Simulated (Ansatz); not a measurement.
The parent structure is BaTiO3 in the cubic perovskite structure (space group Pm-3m, No. 221; a = 3.9699 Å).

Computed with Kohn–Sham DFT with the PBEsol functional, run in Ansatz (an electronic-structure program) with PAW and 420 eV plane waves, no spin-orbit coupling.

Base values:

```
Item                   Result
-------------------  --------
Smallest direct gap   1.89 eV
Volume per atom      12.51 Å³
```

Perturbation: every Ba is replaced by Sr, then cell and atoms are relaxed.

Question: What does the calculation give for the smallest direct gap after the change?

Answer: The smallest direct gap goes up by 0.30 eV (1.89 eV → 2.19 eV).

Question: What does the calculation give for the volume per atom after the change?

Answer: The volume per atom shrinks by 0.73 Å³ (12.51 Å³ → 11.78 Å³).

No phonon test of stability was made. The final runs are not spin-polarised. Many cubic perovskites are stable only at high temperature; tilts and polar distortions were not tested. This is not the structure that BaTiO3 has at room temperature and ambient pressure.
